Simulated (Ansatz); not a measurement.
Start from ZnSe in the zinc blende structure (space group F-43m, No. 216; a = 5.6655 Å).

Computed with DFT with r2SCAN, PAW potentials and a 500 eV plane-wave cutoff in Ansatz (an electronic-structure program), no spin-orbit coupling.

It is then changed as follows: a hydrostatic pressure of 7.5 GPa.

Task: Predict the new mean gap deformation potential ΔEg/Δln V.

Result: The mean gap deformation potential ΔEg/Δln V amounts to -4.4 eV.

Load acts through the strain it causes; cell and atoms are relaxed under it. No phonon test of stability was made. Tetrahedral semiconductors of this kind turn to denser phases somewhere between about 1 and 50 GPa; those were not computed, so compressed cells here can lie past the real transition.
